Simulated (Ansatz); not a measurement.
Inside the gap of an insulator the Bloch states are evanescent, with a wavenumber k + iκ along the transport direction.

Given:

```
TiO2
1.0
    3.01839     0.00000     0.00000
    0.00000     4.69184     0.00000
    0.00000     0.00000     4.69184
Ti O
2 4
Direct
  0.00000   0.50000   0.50000
  0.50000   0.00000   0.00000
  0.50000   0.69568   0.69568
  0.50000   0.30432   0.30432
  0.00000   0.19568   0.80432
  0.00000   0.80432   0.19568
```

The cell is strained (all lengths scaled by 1.02); by r2SCAN it stands under a pressure of -13.9 GPa.

Transport runs along the normal of the first two printed cell vectors, the (100) plane of the conventional cell.

No gap correction and no spin-orbit coupling; mid-gap is the computed energy nearest the middle.

**Question.** Estimate the band gap and the smallest decay constant κ at mid-gap that r2SCAN (Ansatz, a program for electronic structure) returns for this system.

**Answer.** Gap 2.04 eV on a 10×6×6 mesh; κ = 0.318 1/Å, at the zone centre.
